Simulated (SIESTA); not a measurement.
Worked example: relaxation of cell and atoms of LiAg3 (P6_3/mmc, 8 atoms in the cell) in SIESTA.

Method: LDA PW92, numerical atomic orbitals DZP, PseudoDojo LDA standard norm-conserving potentials (rewritten from UPF to PSML) in SIESTA 5.4.2.

```xyz
8
Lattice="5.7409 0.0000 0.0000 -2.8704 4.9718 0.0000 0.0000 0.0000 4.6584" Properties=species:S:1:pos:R:3 pbc="T T T"
Li     0.0000     3.3145     3.4938
Li     2.8704     1.6573     1.1646
Ag     0.0000     1.6712     1.1646
Ag     2.8704     3.3006     3.4938
Ag     4.2936     0.8356     3.4938
Ag    -1.4231     4.1362     1.1646
Ag     1.4231     4.1362     1.1646
Ag     1.4473     0.8356     3.4938
```

Reference input (self-consistent single point, DFT, LDA PW92, numerical atomic orbitals DZP, PseudoDojo LDA standard norm-conserving potentials (rewritten from UPF to PSML)): XC.functional = LDA; XC.authors = PW92; potentials = PseudoDojo LDA standard; PAO.BasisSize = DZP; PAO.EnergyShift = 0.01 Ry; MeshCutoff = 400 Ry; kgrid.MonkhorstPack = 5 5 5; OccupationFunction = FD; ElectronicTemperature = 1578.21 K; PAO.Polarization.NonPerturbative = true; MaxSCFIterations = 150; SCF.Mixer.Method = Pulay. This run's input differs from it in these lines:

```diff
@@ -48,2 +48,7 @@
 Diag.ParallelOverK           true
+MD.TypeOfRun                 FIRE
+MD.Steps                     40
+MD.MaxForceTol               0.02 eV/Ang
+MD.VariableCell              true
+MD.MaxStressTol              0.05 GPa
 WriteForces                  true
```

Log, with long lists cut:

```
        iscf     Eharris(eV)        E_KS(eV)     FreeEng(eV)     dDmax    Ef(eV) dHmax(eV)
   scf:    1   -25473.778473   -25624.806039   -25625.020100  1.239495 -1.733253 19.585199
   scf:    2   -25690.532240   -25660.462887   -25660.661391  0.594404 -2.519488 12.706094
   scf:    3   -25695.527974   -25684.687109   -25684.852849  0.638242 -3.463412  1.420627
   scf:    4   -25683.980625   -25684.672894   -25684.824083  0.105322 -3.668879  1.374776
   scf:    5   -25685.112817   -25684.932087   -25685.087830  0.035623 -3.632940  0.514065
   scf:    6   -25684.989979   -25684.972186   -25685.130572  0.019322 -3.604772  0.089126
   scf:    7   -25684.968172   -25684.970959   -25685.130402  0.007595 -3.633032  0.074051
   scf:    8   -25684.972821   -25684.972225   -25685.131153  0.003398 -3.638739  0.012722
   scf:    9   -25684.972174   -25684.972209   -25685.131183  0.000703 -3.637793  0.000993
   scf:   10   -25684.972206   -25684.972208   -25685.131183  0.000030 -3.637855  0.000988
SCF Convergence by DM+H criterion
max |DM_out - DM_in|         :     0.0000296692
max |H_out - H_in|      (eV) :     0.0009881852
SCF cycle converged after 10 iterations

Using DM_out to compute the final energy and forces

siesta: E_KS(eV) =           -25684.9722

siesta: E_KS - E_eggbox =    -25684.9722

siesta: Atomic forces (eV/Ang):
     1    0.000017   -0.000010   -0.000000
     2   -0.000017    0.000010   -0.000000
     3    0.000004   -0.104988    0.000000
     4   -0.000004    0.104988   -0.000000
     5    0.090924   -0.052496   -0.000000
     6   -0.090924    0.052496   -0.000000
     7    0.090924    0.052491   -0.000000
     8   -0.090924   -0.052491   -0.000000
   Tot   -0.000000    0.000000   -0.000000
   Max    0.104988
   Res    0.052494    sqrt( Sum f_i^2 / 3N )
   Max    0.104988    constrained

   [... lines left out ...]
siesta: Pressure (static):        -78.96946183  kBar
siesta: Pressure (total):        -78.96946183  kBar
No target stress found, assuming hydrostatic MD.TargetPressure.
Target stress (kBar)
outcell: Cell volume (Ang**3)        :    120.5122
        iscf     Eharris(eV)        E_KS(eV)     FreeEng(eV)     dDmax    Ef(eV) dHmax(eV)
siesta: Pressure (static):         -0.25117152  kBar
siesta: Pressure (total):         -0.25117152  kBar
outcell: Cell volume (Ang**3)        :    120.5122
siesta: FreeEng =    -25685.472054
   [... lines left out ...]

              0.103   0.085   0.107

mulliken: Qtot =      120.000

Mulliken Atomic Populations:
Atom #   charge [q] valence [e]  Species
     1    -0.497927    3.497927  Li
     2    -0.497927    3.497927  Li
     3     0.165848   18.834152  Ag
     4     0.165850   18.834150  Ag
     5     0.166210   18.833790  Ag
     6     0.166212   18.833788  Ag
     7     0.165866   18.834134  Ag
     8     0.165868   18.834132  Ag
 Total     0.000000
```

The run converged. 

Summary of the result:
- Free energy E − TS = -25685.4721 eV
- Fermi level (on the code's own zero) = -3.51 eV
- Pressure = -0.03 GPa
- Largest force (vector length) = 0.001 eV/Å
- Final cell = a = b = 5.553 Å, c = 4.513 Å, α = β = 90.00°, γ = 120.00°
- Final volume per atom = 15.06 Å³
- Relaxation steps = 35

The starting cell comes from a database of computed structures (which also holds hypothetical and non-ambient phases and stackings), without a prior relaxation at this level. Values carry the incompleteness of an atom-centred basis.

Cost on one core of a shared machine: roughly 20 min.
